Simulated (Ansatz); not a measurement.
# Ag: energy against strain

Ag (fcc, Fm-3m, 17.284 Å³/atom and stress up to 0.01 GPa in the relaxed cell) under an equal strain ε in the (111) plane with the normal axis free, as in a coherent film. r2SCAN in Ansatz, a plane-wave DFT program (PAW, default set), 500 eV, 28×28×28 Γ-centred mesh, Fermi-Dirac smearing 0.10 eV.

Here s stands for strain and y for E less E0.

| strain (%) | E less E0 (meV/atom) |
|---|---|
| -2.50 | ? |
| -1.25 | 3.09 |
| -0.83 | 1.31 |
| -0.42 | 0.32 |
| 0.00 | 0.00 |
| 0.42 | 0.34 |
| 0.83 | 1.27 |
| 1.25 | 2.78 |

The 7 complete rows are fitted with a parabola, y against s. Least squares gives y = -0.002 - 0.0849·s + 1.8790·s². Residuals (row less fit): 0.050, -0.053, -0.045, 0.002, 0.046, 0.048, -0.048; standard error 0.059 (degrees of freedom: 4). The quadratic coefficient over the volume, 1.8790 meV × 10⁴ × 0.1602 / 17.284 Å³, is the biaxial elastic modulus of this plane = about 170 GPa.

Question: Estimate the missing y (s = -2.50); what did the run itself give?

Answer: y = -0.002 - 0.0849 × (-2.50) + 1.8790 × (-2.50)² = 11.954 meV/atom. The calculation gives 13.42 meV/atom, 1.466 meV/atom above the prediction (10.9 % of the range of y in the table). The row lies outside the fitted rows, so this is an extrapolation. From the scatter of the fitted rows alone, a prediction at this place has a standard error of 0.227 meV/atom, so the miss is 6.5 times that.

A polynomial of degree 3 through the 12 other runs of the series gives 13.39 there, so most of the miss is curvature that the fit leaves out. In a metal these values are sensitive to mesh and smearing; energies are taken to zero smearing, stresses follow the free energy. Rows are the converged runs of the series near zero and its far end; series whose fitted rows scatter by over a few per cent of the range, as at a crossing or softening among them, aren't shown in this form, nor equations of state whose B0' disagrees with the runs' pressures. Most that stay on the fit to the last digits aren't either.
